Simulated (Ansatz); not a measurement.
# SrTiO3 under a change: pressure 7.5 GPa

Start from SrTiO3 in the cubic perovskite structure (space group Pm-3m, No. 221; a = 3.907 Å).

One thing is altered: cell and atoms relaxed at a pressure of 7.5 GPa.

Method: Kohn–Sham DFT with the r2SCAN functional, run in Ansatz (a program for electronic structure) with PAW and 500 eV plane waves, no spin-orbit coupling. Settings: 9×9×9 k-points, 0.05 eV Fermi–Dirac smearing.

The volume per atom shrinks by 0.43 Å³ to 11.50 Å³ and the density goes up by 0.19 g/cm³ (5.11 g/cm³ → 5.30 g/cm³). The shortest interatomic distance decreases by 0.024 Å, from 1.954 Å to 1.930 Å and the band gap goes up by 0.08 eV (2.26 eV → 2.34 eV). The gap character remains indirect, R → Γ and the smallest direct gap grows by 0.06 eV, from 2.63 eV to 2.69 eV. The mean gap deformation potential ΔEg/Δln V is -2.2 eV and the width of the top valence band goes up by 0.03 eV (1.06 eV → 1.09 eV).

Final structure:

```xyz
5
Lattice="3.8596 0.0000 0.0000 0.0000 3.8596 0.0000 0.0000 0.0000 3.8596" Properties=species:S:1:pos:R:3 pbc="T T T"
Sr     0.0000     0.0000     0.0000
Ti     1.9298     1.9298     1.9298
O      0.0000     1.9298     1.9298
O      1.9298     1.9298     0.0000
O      1.9298     0.0000     1.9298
```

Load acts through the strain it causes; cell and atoms are relaxed under it. Whether these cells are dynamically stable was not tested. Competing high-pressure phases were not computed. All final runs are without spin polarisation. Many cubic perovskites are stable only at high temperature; tilts and polar distortions were not tested.
